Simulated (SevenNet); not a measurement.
## Fluorite PtAl2

Computed with the machine-learned potential SevenNet-l3i5 (trained on PBE and PBE+U data).

Cell: relaxed at this level.

| Item | Value |
|---|---|
| equilibrium lattice constant a | 5.946 Å |
| equilibrium volume per atom | 17.52 Å³/atom |

Measured, for comparison: lattice constant a 5.91 Å (temperature not stated, copied from a table, unchecked, not corrected to a static lattice; as tabulated in Crystal Structures 1, 239 (1963)). Computed (rounded) less measured: lattice constant a not scored (unchecked).

A machine-learned potential is trained on density-functional data: it inherits that level's misses and adds fitting errors of its own.
